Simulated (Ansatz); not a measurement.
Defect: interstitial H in anatase TiO2 with all lengths changed by +1 %, charge state +1. The step: several atoms move together, H the farthest; the atom moves 2.53 Å along (0.66, 0.00, 0.00) of the unit cell; the moving atom starts with neighbours O at 0.98, 2 O at 2.14 Å and ends with O at 0.98, 2 O at 2.14 Å. DFT values are from Ansatz (plane-wave PAW, 420 eV unless said) in a cell of 108 host sites, spin-restricted, static, with no finite-size correction. The charge state is imposed; whether it is stable for some Fermi level was not computed. Sites that were not tried may lie lower. For the PBE band: the saddle point's order was not checked, and it lies on a symmetry element of the cell, where a band can be held.

| Level | Forward barrier (eV) | Cost of the band or of the saddle's single point |
|---|---|---|
| CHGNet universal potential (has no charge state), its own band | 0.33 | - |
| PBE, the Γ point alone, band relaxed | 0.44 | very roughly 25 core-minutes |
| PBE, a 2×2×2 k-point mesh shifted by half a step, same geometries | 0.43 | roughly 5 core-minutes |

Ansatz is a quantum-chemistry and plane-wave program.
